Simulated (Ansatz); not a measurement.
The starting structures come from a database of crystals and need not be the phases stable at ambient conditions.

Here is the system:

```yaml
crystal:
  lattice:
    - [4.57074, 0.00000, 0.00000]
    - [-2.28537, 3.95838, 0.00000]
    - [2.28537, -1.31946, 3.84395]
  atoms:
    - { symbol: Mg, position: [0.00000, 0.00000, 0.00000] }
    - { symbol: Te, position: [0.75000, 0.25000, 0.75000] }
```

Space group of this cell: R3m. The cell is strained (lengths along the current scaled by 1.03, ions clamped); by PBEsol its mean pressure is -1.3 GPa.

Transport runs along the normal of the first two printed cell vectors, the (111) (indices of the unstrained crystal) plane of the conventional cell.

No gap correction and no spin-orbit coupling; mid-gap values are interpolated between computed energies.

Q: Give the band gap and the smallest decay constant κ at mid-gap that PBEsol in Ansatz (a program for electronic structure) yields.

A: Gap 2.13 eV on a 8×8×8 mesh; κ = 0.144 1/Å, at the zone centre.
